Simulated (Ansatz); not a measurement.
The parent structure is Rb in the bcc (W type) structure (space group Im-3m, No. 229; relaxed with 0.1 eV smearing).

```yaml
crystal:
  lattice:
    - [-2.78564, 2.78564, 2.78564]
    - [2.78564, -2.78564, 2.78564]
    - [2.78564, 2.78564, -2.78564]
  atoms:
    - { symbol: Rb, position: [0.00000, 0.00000, 0.00000] }
```

Level of theory: Kohn–Sham DFT with the PBEsol functional, run in Ansatz (a quantum-chemistry and plane-wave program) with PAW and 420 eV plane waves, no spin-orbit coupling.

Base values:

| Item | Result |
|---|---|
| Pressure | 0.0 GPa |

The change: every lattice vector is stretched by 3.00 %, atoms relaxed at fixed cell.

Predict the new energy relative to the base.

The energy goes up by 5.8 meV/atom.

Estimate the effect on the pressure.

The pressure goes from zero to -0.2 GPa.

The cells carry an imposed strain or load. Whether these cells are dynamically stable was not tested. All final runs are without spin polarisation.
